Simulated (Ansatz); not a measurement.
The parent structure is YN in the rock salt structure (space group Fm-3m, No. 225).

```cif
data_NY
_chemical_formula_sum 'N1 Y1'
_space_group_name_H-M_alt 'P 1'
_space_group_IT_number 1
_cell_length_a 3.43395
_cell_length_b 3.43395
_cell_length_c 3.43395
_cell_angle_alpha 60.000
_cell_angle_beta 60.000
_cell_angle_gamma 60.000
loop_
_space_group_symop_operation_xyz
  'x, y, z'
loop_
_atom_site_label
_atom_site_type_symbol
_atom_site_fract_x
_atom_site_fract_y
_atom_site_fract_z
_atom_site_occupancy
N1 N 0.00000 0.00000 0.00000 1
Y1 Y 0.50000 0.50000 0.50000 1
```

Levels (all Ansatz, a quantum-chemistry and plane-wave program, PAW, earlier PAW set): PBEsol (420 eV, spin-orbit coupling left out); HSE06+SOC (420 eV, with spin-orbit coupling).

Its gap is 0.07 eV with PBEsol and 1.03 eV with HSE06+SOC.

One thing is altered: every Y is replaced by Al, then cell and atoms are relaxed.

With PBEsol the gap becomes 4.55 eV.

Q: If the HSE06+SOC correction stayed the same, what would the HSE06+SOC gap be, and what does the HSE06+SOC run give?

A: A rigid correction of +0.96 eV gives 5.51 eV. The HSE06+SOC run gives 6.02 eV, so the correction itself changes by +0.51 eV.

Single points use the geometry relaxed with PBEsol. HSE06 was sampled on its mesh, a few special points and the semilocal edge points, so its gap is an upper bound. Differences between runs with and without spin-orbit coupling are approximate. Whether these cells are dynamically stable was not tested. For AlN in this form, whether it has been made was not checked. This is not the structure that AlN has at room temperature and ambient pressure. The zero or small gap of YN can change with the level of theory.
